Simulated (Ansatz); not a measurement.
Worked calculations on one periodic cell of amorphous Si₂₄O₄₉Mg: Si24O49Mg, 74 atoms, volume 1138.5 Å³, made by a melt-quench on the CHGNet potential and relaxed with DFT. O atoms were pushed apart under 1.9 Å during the dynamics, to hinder bonds among them. It is a model cell: composition and starting density were chosen by hand, and all elements were melted together. Cycles of charging were run to anneal it. The numbers are results of PBE, scalar-relativistic without spin-orbit coupling (plane waves to 420 eV, PAW; Ansatz, an electronic-structure program), not measurements. Sampling: a 2×2×2 Γ-centred mesh; Fermi-Dirac width 0.02 eV; no spin polarisation. Its volume was relaxed, its shape was free, and it stands at a mean pressure of 0.0 GPa with stress components up to 0.1 GPa; the relaxation ran on the zone centre alone. Its density went from a set 2.22 to 2.16 g/cm³. The cell is small and was quenched far faster than a real film, so it is one sample of the glass.

### Question
Count formal charges (Si +4, O -2, Mg +2). What does the count lead one to expect at the Fermi level, and what does the calculation give?

### Answer
24 × (+4) + 49 × (-2) + 1 × (+2) = 0. The charges balance, so the anion-derived valence states can be full and a gap can open. On this mesh the highest filled and lowest empty level lie 3.99 eV apart; localised defect or tail levels set that (at the zone centre the more localised edge state sits most on one O atom with neighbours Si 1.59 Å, Mg 1.92 Å), and the nearest spread-out levels lie 5.2 eV apart.

Four energies for a hole at PBE on the zone centre alone (charged cells in a uniform background, spin-polarised): neutral at the neutral geometry -45063.965 eV; charged at the neutral geometry -45065.243 eV; charged and relaxed -45065.674 eV; neutral at the charged geometry -45063.201 eV.

### Question
Find the two relaxation energies and their sum, the reorganisation energy.

### Answer
On charging: -45065.243 − (-45065.674) = 0.431 eV. On discharging: -45063.201 − (-45063.965) = 0.764 eV. The sum is 1.195 eV. The carrier's level spreads over 3 of the 74 atoms' worth, so it counts as localised, most on one O atom with neighbours Si 1.59 Å, Mg 1.92 Å (neutral geometry). The values are uncorrected: the image energy of a point charge in this cell, 2.84 × 14.40 / (2 × 10.4) = 2.0 eV before screening, is screened by electrons alone at the fixed geometry and by ions too after relaxing, and the carrier can be spread before it relaxes, so each term can be off by up to that value times 1/ε∞, some tenths of an eV. PBE's self-interaction favours spread-out carriers, so a hybrid can localise more.
